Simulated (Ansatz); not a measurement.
```
CELL_PARAMETERS angstrom
     -1.65304     1.65304     1.67784
      1.65304    -1.65304     1.67784
      1.65304     1.65304    -1.67784
ATOMIC_POSITIONS crystal
  Ta 0.00000 0.00000 0.00000
```

No spin polarisation.

Method: r2SCAN (Ansatz, an electronic-structure program, PAW, no SOC). Γ-centred 28×28×28 mesh, Fermi–Dirac width 0.1 eV.

Problem. Predict the pressure, space group and band gap.

Solution. The pressure (mean of the normal stresses, compression positive) is -2.9 GPa. The space group is I4/mmm (No. 139) and the band gap is zero.

The cells carry an imposed strain or load. No phonon test of stability was made. All final runs are without spin polarisation. The cell was made from Ta in the bcc (W type) structure (space group Im-3m, No. 229) by this change: uniaxial strain ε_zz = +1.50 %.
